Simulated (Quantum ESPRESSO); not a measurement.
Density of states of BC7 (P-4m2, 8 atoms in the cell).

```
CELL_PARAMETERS angstrom
      2.51837     0.00000     0.00000
      0.00000     2.51837     0.00000
      0.00000     0.00000     7.49430
ATOMIC_POSITIONS crystal
  B  0.00000 0.00000 0.50000
  C  0.00000 0.00000 0.00000
  C  0.00000 0.50000 0.11910
  C  0.50000 0.00000 0.88090
  C  0.00000 0.50000 0.64235
  C  0.50000 0.00000 0.35765
  C  0.50000 0.50000 0.24208
  C  0.50000 0.50000 0.75792
```

Level of theory: PBEsol, GBRV 1.5 ultrasoft (PBESOL) pseudopotentials (plane waves; Quantum ESPRESSO).

SCF settings: ecutwfc = 40 Ry; ecutrho = 200 Ry; occupations = smearing; smearing = fermi-dirac; degauss = 0.0073499 Ry; potentials = {B: b_pbesol_v1.4.uspp.F.UPF, C: c_pbesol_v1.2.uspp.F.UPF}; K_POINTS = automatic 13 13 5 0 0 0; conv_thr = 1e-08 Ry. Keys of the DOS step: nscf.calculation = nscf; nscf.verbosity = high; nscf.occupations = tetrahedra_opt; nscf.nbnd = 26; nscf.startingwfc = random; nscf.diago_thr_init = 1e-06; nscf.diagonalization = cg; nscf.K_POINTS = automatic 26 26 10 0 0 0; dos.x.fildos = dos.dat; dos.x.Emin = -15 eV; dos.x.Emax = 30 eV; dos.x.DeltaE = 0.1 eV.

The starting cell comes from a database of computed structures (which also holds hypothetical and non-ambient phases and stackings), without a prior relaxation at this level.

Total DOS (both spins), as means of the tabulated values in each energy bin; the zero is the program's Fermi level or highest filled level, and the curve is cut to this window:

| E (eV) | states/eV/cell |
|---|---|
| -7.75 | 2.08 |
| -7.25 | 2.12 |
| -6.75 | 2.32 |
| -6.25 | 2.55 |
| -5.75 | 2.72 |
| -5.25 | 2.72 |
| -4.75 | 2.92 |
| -4.25 | 2.89 |
| -3.75 | 2.88 |
| -3.25 | 2.75 |
| -2.75 | 2.50 |
| -2.25 | 2.17 |
| -1.75 | 1.52 |
| -1.25 | 0.88 |
| -0.75 | 0.75 |
| -0.25 | 0.60 |
| 0.25 | 0.61 |
| 0.75 | 1.04 |
| 1.25 | 0.33 |
| 1.75 | 0.00 |
| 2.25 | 0.00 |
| 2.75 | 0.00 |

Around zero the curve holds about 0.6 states/eV/cell.
